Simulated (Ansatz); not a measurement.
**Pd under a change: biaxial strain +2.00 %, plane normal [001], relaxed out of plane**

Base system: Pd in the fcc (Cu type) structure (space group Fm-3m, No. 225; a = 3.841 Å; relaxed with 0.1 eV smearing). Axes: x, y, z lie along the cube axes.

The change: biaxial strain +2.00 %, plane normal [001], relaxed out of plane (Cartesian); in-plane vectors clamped, the third vector and the atoms free.

The values are results of LDA (Ansatz, a first-principles code), spin-orbit coupling left out, not measurements. k-mesh 29×29×29 (Γ-centred); smearing 0.1 eV (Fermi–Dirac).

- Volume per atom: 14.30 Å³ (base 14.17 Å³)
- Space group: I4/mmm (No. 139) (base Fm-3m (No. 225))
- Shortest interatomic distance: 2.704 Å (base 2.716 Å)
- Energy relative to the base (free energy F): +5.5 meV/atom
- Pressure (mean of the normal stresses, compression positive): -1.9 GPa (base 0.0 GPa)
- Band gap: zero (base zero)
- Out-of-plane strain: -2.98 %
- Ratio −ε⊥/ε∥: 1.49

Final structure (turned so that z lies along the plane normal):

```yaml
crystal:
  lattice:
    - [2.77060, 0.00000, 0.00000]
    - [0.00000, 2.77060, 0.00000]
    - [1.38530, -1.38530, 1.86342]
  atoms:
    - { symbol: Pd, position: [0.00000, 0.00000, 0.00000] }
```

Cost of the whole job for the changed cell (relaxation, final SCF and bands): around 80 core-seconds (rough).

No phonon test of stability was made. All final runs are without spin polarisation.
